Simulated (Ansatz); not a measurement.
## Worked sum: formation energy of the neutral V_O in KTaO3 (cubic perovskite, Pm-3m)

Consider the formation energy of the neutral V_O in KTaO3 (cubic perovskite, Pm-3m). Reaction: 16 KTaO3 (cubic perovskite) → cell A + 1/2 O2 (gas).

A: a supercell of 80 sites of KTaO3 (cubic perovskite, Pm-3m) with one empty O site amid 2 Ta; partly filled levels (a metallic host or states in the gap) with PBE; spin state with PBE: run without spin.

Method: Ansatz (an electronic-structure program), PAW, neutral cells at 0 K with nuclei at rest, on structures from PBE. Ansatz runs with its default PAW set. Other levels take these structures. The lattices are those relaxed with PBE, so at other levels the solids can be strained, which adds to the spread. Larger cells are relaxed from a start prepared with the learned potential CHGNet, on a coarser mesh till forces fall under 0.03 eV/Å, which some starts already meet. A dispersion term (D3(BJ), or D4 for r2SCAN) was computed beside these levels and is taken off wherever the name lacks it. Spin-orbit coupling is left out. Mesh and cell size may move defect energies by 0.1 eV or more. The value holds for the reservoirs listed; other chemical potentials shift it. The ideal host is held by its symmetry; this phase can be unstable at 0 K, and cells of lower symmetry may take up part of its distortion.

Total energies of the cells in eV, at zero smearing width. They compare only within one column; the weights balance every element.

```json
[
 {"cell": "A: KTaO3:V_O", "atoms": "79", "weight": "+1", "r2SCAN": "-210617.43687", "PBEsol": "-207612.69227"},
 {"cell": "KTaO3 (cubic perovskite)", "atoms": "80", "weight": "−1", "r2SCAN": "-211189.76242", "PBEsol": "-208176.61865"},
 {"cell": "O2 (gas)", "atoms": "2", "weight": "+1/2", "r2SCAN": "-1131.96020", "PBEsol": "-1116.56354"}
]
```

r2SCAN: (-210617.43687) − (-211189.76242) + 1/2 × (-1131.96020) = 6.345 eV.

PBEsol: (-207612.69227) − (-208176.61865) + 1/2 × (-1116.56354) = 5.645 eV.
